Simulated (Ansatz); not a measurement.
V₂Se₉ (C2/c, No. 15, 22 atoms in the cell; start mp-28256)

Computed with r²SCAN+SOC in Ansatz (plane waves, PAW).

Settings: plane-wave cutoff 560 eV, 4×4×4 k mesh, Fermi–Dirac smearing 0.01 eV, PAW data made under PBE.

Cell (relaxed with PBE-D3(BJ)):

```cif
data_Se18V4
_chemical_formula_sum 'V4 Se18'
_space_group_name_H-M_alt 'P 1'
_space_group_IT_number 1
_cell_length_a 8.02374
_cell_length_b 8.02374
_cell_length_c 7.95878
_cell_angle_alpha 93.008
_cell_angle_beta 93.008
_cell_angle_gamma 99.069
loop_
_space_group_symop_operation_xyz
  'x, y, z'
loop_
_atom_site_label
_atom_site_type_symbol
_atom_site_fract_x
_atom_site_fract_y
_atom_site_fract_z
_atom_site_occupancy
V1 V 0.13610 0.60113 0.08327 1
V2 V 0.86390 0.39887 0.91673 1
V3 V 0.39887 0.86390 0.41673 1
V4 V 0.60113 0.13610 0.58327 1
Se1 Se 0.29173 0.58937 0.54779 1
Se2 Se 0.70827 0.41063 0.45221 1
Se3 Se 0.41063 0.70827 0.95221 1
Se4 Se 0.58937 0.29173 0.04779 1
Se5 Se 0.91485 0.29005 0.61008 1
Se6 Se 0.08515 0.70995 0.38992 1
Se7 Se 0.70995 0.08515 0.88992 1
Se8 Se 0.29005 0.91485 0.11008 1
Se9 Se 0.68165 0.84290 0.55855 1
Se10 Se 0.31835 0.15710 0.44145 1
Se11 Se 0.15710 0.31835 0.94145 1
Se12 Se 0.84290 0.68165 0.05855 1
Se13 Se 0.68260 0.99379 0.31810 1
Se14 Se 0.31740 0.00621 0.68190 1
Se15 Se 0.00621 0.31740 0.18190 1
Se16 Se 0.99379 0.68260 0.81810 1
Se17 Se 0.41694 0.58306 0.25000 1
Se18 Se 0.58306 0.41694 0.75000 1
```

```
Item                                                     Result
-------------------------------------------  ------------------
band gap                                     0.63 eV (indirect)
smallest direct gap on the k points sampled             0.70 eV
direct gap at Γ                                         1.25 eV
```

Note: cell and atoms aren't relaxed at this level (largest force component 0.32 eV/Å, pressure 1.6 GPa).

A start named mp-… is a Materials Project structure, which need not be a measured phase.

Ansatz is an electronic-structure program.
